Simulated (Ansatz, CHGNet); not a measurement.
# Cubic perovskite SrVO₃: properties by level of theory

```json
[
 {"level (code)": "CHGNet 0.3.0", "elastic constant C11 (GPa)": "(withheld)", "elastic constant C44 (GPa)": "(withheld)", "Voigt–Reuss–Hill shear modulus (GPa)": "(withheld)"},
 {"level (code)": "PBEsol (Ansatz)", "elastic constant C11 (GPa)": "(withheld)", "elastic constant C44 (GPa)": "121", "Voigt–Reuss–Hill shear modulus (GPa)": "117"},
 {"level (code)": "PBE+U (Ansatz)", "elastic constant C11 (GPa)": "(withheld)", "elastic constant C44 (GPa)": "(withheld)", "Voigt–Reuss–Hill shear modulus (GPa)": "99.6"},
 {"level (code)": "r²SCAN+U (Ansatz)", "elastic constant C11 (GPa)": "310", "elastic constant C44 (GPa)": "105", "Voigt–Reuss–Hill shear modulus (GPa)": "(withheld)"}
]
```

Task: What belongs in the gaps?

Result: 
- CHGNet 0.3.0, elastic constant C11 (GPa): 153
- CHGNet 0.3.0, elastic constant C44 (GPa): 64.7
- CHGNet 0.3.0, Voigt–Reuss–Hill shear modulus (GPa): 44.5
- PBEsol (Ansatz, a quantum-chemistry and plane-wave program), elastic constant C11 (GPa): 350
- PBE+U (Ansatz), elastic constant C11 (GPa): 296
- PBE+U (Ansatz), elastic constant C44 (GPa): 108
- r²SCAN+U (Ansatz), Voigt–Reuss–Hill shear modulus (GPa): 95.8

Ansatz's density-functional and Hartree–Fock values are scalar-relativistic unless marked +SOC, with PAW data made under PBE.

The crystal itself was run without spin with PBEsol, PBE+U, r²SCAN+U; a magnetic state was not tried in these runs.

Unless a cell is named, each level is at its own relaxed cell (CHGNet 0.3.0 11.92, PBEsol 11.06, PBE+U 11.54, r²SCAN+U 11.27 Å³/atom).
